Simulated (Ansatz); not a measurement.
Seebeck coefficient (μV/K, mean over directions) of n-type Mg₂Si (Fm-3m) against carrier density, HSE06, rigid bands (Ansatz, a program for electronic structure). Computed gap 0.56 eV; densities at which minority carriers matter at this gap, or further valleys turn the trend, are left out. Conductivity mass 0.27 mₑ (harmonic mean over directions), N_c = 1.1e19 cm⁻³ at 300 K.

| electron density | 300 K | 500 K |
|---|---|---|
| 1e18 cm⁻³ | ___ | -505 |
| 3e18 cm⁻³ | -332 | -411 |
| 1e19 cm⁻³ | -234 | -310 |
| 3e19 cm⁻³ | -155 | -225 |
| 1e20 cm⁻³ | ___ | -146 |
| 3e20 cm⁻³ | -59 | -98 |
| 1e21 cm⁻³ | -40 | -65 |

### Question
What belongs in the gaps?

### Answer

- 1e18 cm⁻³, 300 K: -425
- 1e20 cm⁻³, 300 K: -91

Rigid bands with a gap fixed in temperature, one relaxation time for all states, no polarons or phonon drag, and whether or not such doping can be reached. Spin-orbit coupling is left out. Geometry: cell and atoms relaxed with PBEsol.
